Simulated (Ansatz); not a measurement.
MgTe, response to strain

Take MgTe in the wurtzite structure (space group P6_3mc, No. 186; a = 4.609 Å, c = 7.500 Å) as the base. Axes: x lies along a and z along c of the hexagonal cell.

Strains are applied to the cell and any free atomic positions relax; under biaxial strain the out-of-plane vector relaxes too.

Method: PBE (Ansatz, an electronic-structure program), no spin-orbit coupling.

Notes on the quantities. pressure: mean of the normal stresses, compression positive.

| case | pressure | ratio −ε⊥/ε∥ |
|---|---|---|
| base | -0.01 GPa | – |
| biaxial strain +0.60 %, plane normal [001], relaxed out of plane | -0.24 GPa | – |
| biaxial strain +1.20 %, plane normal [001], relaxed out of plane | -0.47 GPa | 0.84 |
| biaxial strain +1.80 %, plane normal [001], relaxed out of plane | -0.69 GPa | 0.83 |
| biaxial strain +2.40 %, plane normal [001], relaxed out of plane | … | 0.84 |
| biaxial strain +3.00 %, plane normal [001], relaxed out of plane | -1.11 GPa | 0.84 |

Task: Complete the table.

Result: 
- biaxial strain +2.40 %, plane normal [001], relaxed out of plane, pressure: -0.90 GPa

No phonon test of stability was made.
